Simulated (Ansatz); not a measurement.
Take SiC (space group P6_3mc, No. 186) as the base.

```
CELL_PARAMETERS angstrom
      3.09502     0.00000     0.00000
     -1.54751     2.68036     0.00000
      0.00000     0.00000    15.18657
ATOMIC_POSITIONS crystal
  Si 0.00000 0.00000 0.99982
  Si 0.00000 0.00000 0.49982
  Si 0.66667 0.33333 0.83309
  Si 0.33333 0.66667 0.33309
  Si 0.66667 0.33333 0.16660
  Si 0.33333 0.66667 0.66660
  C  0.00000 0.00000 0.87447
  C  0.00000 0.00000 0.37447
  C  0.66667 0.33333 0.70810
  C  0.33333 0.66667 0.20810
  C  0.66667 0.33333 0.04161
  C  0.33333 0.66667 0.54161
```

All numbers come from Kohn–Sham DFT with the PBE functional, run in Ansatz (a first-principles code) with PAW and 420 eV plane waves, no spin-orbit coupling.

For the base:

Lattice parameter a: 3.095 Å
c/a ratio: 4.907

Modification: cell and atoms relaxed at a pressure of 3 GPa.

Problem. What happens to the lattice parameter a and c/a ratio?

Solution. The lattice parameter a drops by 0.014 Å (3.095 Å → 3.081 Å); the c/a ratio hardly moves (4.907 against 4.906).

Load acts through the strain it causes; cell and atoms are relaxed under it. No phonon test of stability was made.
